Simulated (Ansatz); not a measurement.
We look at the reaction energy. Reaction: 1/2 ZnF2 (rutile) + Li (bcc) → LiF (rock salt) + 1/2 Zn (hcp). A negative value means that the right-hand side lies lower.

LiF (rock salt, Fm-3m), 2 atoms in the cell, k-point mesh 14×14×14 on the run's own vectors.
```yaml
crystal:
  lattice:
    - [0.00000, 2.03409, 2.03409]
    - [2.03409, 0.00000, 2.03409]
    - [2.03409, 2.03409, 0.00000]
  atoms:
    - { symbol: Li, position: [0.00000, 0.00000, 0.00000] }
    - { symbol: F, position: [0.50000, 0.50000, 0.50000] }
```

Zn (hcp, P6₃/mmc), 2 atoms in the cell, k-point mesh 30×30×12 on the run's own vectors. Conventional cell: a = 2.6474 Å, b = 2.6474 Å, c = 5.0189 Å, α = 90.00°, β = 90.00°, γ = 120.00°.

ZnF2 (rutile, P4₂/mnm), 6 atoms in the cell, k-point mesh 12×8×8 on the run's own vectors.
```cif
data_F4Zn2
_chemical_formula_sum 'Zn2 F4'
_space_group_name_H-M_alt 'P 1'
_space_group_IT_number 1
_cell_length_a 3.17577
_cell_length_b 4.79968
_cell_length_c 4.79968
_cell_angle_alpha 90.000
_cell_angle_beta 90.000
_cell_angle_gamma 90.000
loop_
_space_group_symop_operation_xyz
  'x, y, z'
loop_
_atom_site_label
_atom_site_type_symbol
_atom_site_fract_x
_atom_site_fract_y
_atom_site_fract_z
_atom_site_occupancy
Zn1 Zn 0.50000 0.50000 0.50000 1
Zn2 Zn 0.00000 0.00000 0.00000 1
F1 F 0.00000 0.69562 0.69562 1
F2 F 0.00000 0.30438 0.30438 1
F3 F 0.50000 0.80438 0.19562 1
F4 F 0.50000 0.19562 0.80438 1
```

Li (bcc, Im-3m), 1 atom in the cell, k-point mesh 24×24×24 on the run's own vectors. Conventional cell: a = b = c = 3.439 Å, α = β = γ = 90.00°.

All numbers come from Ansatz (a quantum-chemistry and plane-wave program), plane waves with PAW, its default PAW set, cutoff 420 eV, 500 eV for r2SCAN. The structures are at rest with PBE; other levels are single points on them, but for the rows marked own geometry. HSE06 runs on coarser k-point meshes, mended by the PBE difference between the two meshes. Some cells are metallic or hold partly filled levels, where a hybrid on a coarse mesh is less sure. Neutral cells; Fermi-Dirac smearing of at most 0.10 eV in the solids, energies taken to zero width. The lattices are those relaxed with PBE, so at other levels the solids can be strained, which adds to the spread. A dispersion term (D3(BJ), or D4 for r2SCAN) was computed beside these levels and is taken off wherever the name lacks it. No zero-point or thermal terms. The structures are the rest points that the relaxations reached, not proven lowest.

Question: Predict the value from r2SCAN+D4.

Answer: -2.48 eV, for 1/2 ZnF2 (rutile) + Li (bcc) → LiF (rock salt) + 1/2 Zn (hcp).

Question: List the value at the remaining levels and say how far they part.

Answer: 
```
Level                  value (eV)  less r2SCAN+D4
---------------------  ----------  --------------
PBE+D3(BJ)                  -2.63           -0.15
HSE06                       -2.38            0.10
HSE06+D3(BJ)                -2.60           -0.12
r2SCAN (own geometry)       -2.46            0.02
```

The levels span 0.25 eV, from PBE+D3(BJ) (-2.63) to HSE06 (-2.38).
